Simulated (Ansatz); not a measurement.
# Ba: uniaxial strain ε_zz = +1.50 %

Consider Ba in the bcc (W type) structure (space group Im-3m, No. 229; a = 4.8819 Å; relaxed with 0.1 eV smearing). Axes: x, y, z lie along the cube axes.

Now apply this change: the cell is stretched by 1.50 % along z with no lateral relaxation, atoms relaxed at fixed cell.

The values are results of Kohn–Sham DFT with the PBEsol functional, run in Ansatz (an electronic-structure program) with PAW and 420 eV plane waves, no spin-orbit coupling, not measurements. k-mesh 19×19×19 (Γ-centred); smearing 0.1 eV (Fermi–Dirac).

The volume per atom increases by 0.873 Å³ to 59.05 Å³ and the space group goes from Im-3m (No. 229) to I4/mmm (No. 139). The shortest interatomic distance goes up by 0.021 Å (4.228 Å → 4.249 Å) and the energy goes up by 0.5 meV/atom. The pressure (mean of the normal stresses, compression positive) stays essentially unchanged (0.0 GPa against -0.1 GPa) and the band gap remains zero. The stress (xx, yy, zz, yz, xz, xy; compression positive) is (-0.1, -0.1, -0.2, 0.0, 0.0, 0.0) GPa.

Final structure:

```
Ba
1.0
   -2.44095     2.44095     2.47756
    2.44095    -2.44095     2.47756
    2.44095     2.44095    -2.47756
Ba
1
Direct
  0.00000   0.00000   0.00000
```

Stability against distortions was not tested.
